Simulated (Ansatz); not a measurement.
The starting structures come from a database of crystals and need not be the phases stable at ambient conditions.

Evanescent states of ZrS$_{2}$ (P-3m1, CdI2 type, 3 atoms a cell, 21.8 Å³ an atom, 3 GPa at this level) along the normal of (001)

Calculation: r2SCAN (plane waves, PAW; Ansatz, a quantum-chemistry and plane-wave program).

The gap is the functional's own, uncorrected, and κ follows it; spin-orbit coupling is left out. Mid-gap means the computed energy nearest the middle.

Energies count from the valence-band top; κ is the least over a 12×12 mesh across the current.

```json
[
 {"E (eV)": "0.03", "κ (1/Å)": "0.041", "where": "Γ"},
 {"E (eV)": "0.09", "κ (1/Å)": "0.071", "where": "Γ"},
 {"E (eV)": "0.15", "κ (1/Å)": "0.090", "where": "Γ"},
 {"E (eV)": "0.21", "κ (1/Å)": "0.106", "where": "Γ"},
 {"E (eV)": "0.27", "κ (1/Å)": "?", "where": "Γ"},
 {"E (eV)": "0.33", "κ (1/Å)": "?", "where": "Γ"},
 {"E (eV)": "0.39", "κ (1/Å)": "?", "where": "Γ"},
 {"E (eV)": "0.45", "κ (1/Å)": "?", "where": "Γ"},
 {"E (eV)": "0.51", "κ (1/Å)": "?", "where": "Γ"},
 {"E (eV)": "0.57", "κ (1/Å)": "?", "where": "Γ"},
 {"E (eV)": "0.63", "κ (1/Å)": "?", "where": "Γ"},
 {"E (eV)": "0.69", "κ (1/Å)": "?", "where": "Γ"},
 {"E (eV)": "0.75", "κ (1/Å)": "0.181", "where": "Γ"},
 {"E (eV)": "0.81", "κ (1/Å)": "0.183", "where": "off Γ"},
 {"E (eV)": "0.87", "κ (1/Å)": "0.151", "where": "off Γ"},
 {"E (eV)": "0.93", "κ (1/Å)": "0.092", "where": "off Γ"}
]
```

Q: Some entries are withheld; supply them.

A: 
- 0.27, κ (1/Å): 0.119
- 0.33, κ (1/Å): 0.130
- 0.39, κ (1/Å): 0.140
- 0.45, κ (1/Å): 0.149
- 0.51, κ (1/Å): 0.156
- 0.57, κ (1/Å): 0.164
- 0.63, κ (1/Å): 0.170
- 0.69, κ (1/Å): 0.176
